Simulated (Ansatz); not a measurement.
A stack in vacuum: 2 layers of ZrO2-1T, started at antiparallel, shifted by (1/3,2/3) (facing atoms over hollows or bridges).

Method: PBE+D3(BJ) (plane waves to 420 eV, PAW; Ansatz, an electronic-structure program). No spin–orbit coupling; PBE gaps are too small against experiment. Its k-point mesh 12×12×1, Fermi–Dirac width 0.01 eV. A dipole correction is on.

**Question.** Predict its spacing, binding and gap.

**Answer.** 
* **gap between facing atomic planes**: 2.47 Å
* **step of the vacuum level across the stack (top less bottom)**: +0.26 eV
* **interaction energy of the frozen layers**: -25.4 meV/Å²
* **interaction energy without the D3 term at this geometry**: +2.9 meV/Å²
* **PBE gap over the mesh and listed points off it**: 4.21 eV, indirect (lowest direct gap 4.44 eV)
* **valence and conduction edges under the vacuum level of the lower face**: 7.61 and 3.40 eV
